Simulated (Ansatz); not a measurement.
Take SiC in the wurtzite structure (space group P6_3mc, No. 186; a = 3.0760 Å, c = 5.0478 Å) as the base. Axes: x lies along a and z along c of the hexagonal cell.

All numbers come from PBEsol, PAW, 420 eV (Ansatz, a first-principles code; no SOC).

Modification: tensor shear ε_xz = +1.00 % (engineering shear γ = 0.0200); the atoms relax in the strained cell.

Task: Predict the stress tensor and what it implies for the stiffness.

Result: Stress of the strained cell less that of the base (GPa, compression positive):
```
  -0.05    0.00   -3.00
   0.00    0.03    0.00
  -3.00    0.00    0.04
```

Then −Δσ/γ with γ = 2ε = 0.0200 gives relaxed-ion elastic constants: C55 ≈ 150 GPa.

Stability against distortions was not tested.
